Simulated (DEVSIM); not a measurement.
System: Schottky contact on n-type GaAs, at 300 K.

Layer 1 from the left is GaAs, thickness (μm) 15.0, Nd (cm⁻³) 1.7e15, τn (s) 1.3e-8, τp (s) 1.3e-8.

Left contact: Schottky, work function 4.96 eV, emission velocity 1.1e7 cm/s. Right contact: ohmic. Voltage is applied to the left contact. Recombination: SRH at mid-gap. Mobility is μmin + (μ − μmin)/(1 + (N/Nref)^α).

This is a model device: material constants are rounded textbook-type values typed into the input, and sizes, dopings and lifetimes were drawn at random. Values at 300 K.

GaAs: gap (eV) 1.424, affinity (eV) 4.07, permittivity 12.9, Nc (cm⁻³) 4.7e17, Nv (cm⁻³) 9e18, μn (cm²/Vs) 8500, μp (cm²/Vs) 400, μn,min 500, μp,min 20, Nref,n 6e16, Nref,p 1.5e17, αn 0.39, αp 0.38.

DEVSIM, 1D drift-diffusion, Boltzmann statistics, complete ionisation; no tunnelling, impact ionisation, image-force lowering or self-heating. Metal contacts follow the ideal Schottky-Mott rule: no Fermi-level pinning, no interface dipoles.

What does the simulation give for the dark forward voltage at 1 A/cm², the dark forward voltage at 100 A/cm², the potential step across the device at zero bias, the largest field in the device at zero bias?

dark forward voltage at 1 A/cm² 0.543 V; dark forward voltage at 100 A/cm² 0.745 V; potential step across the device at zero bias 0.745 V; largest field in the device at zero bias 19000 V/cm.
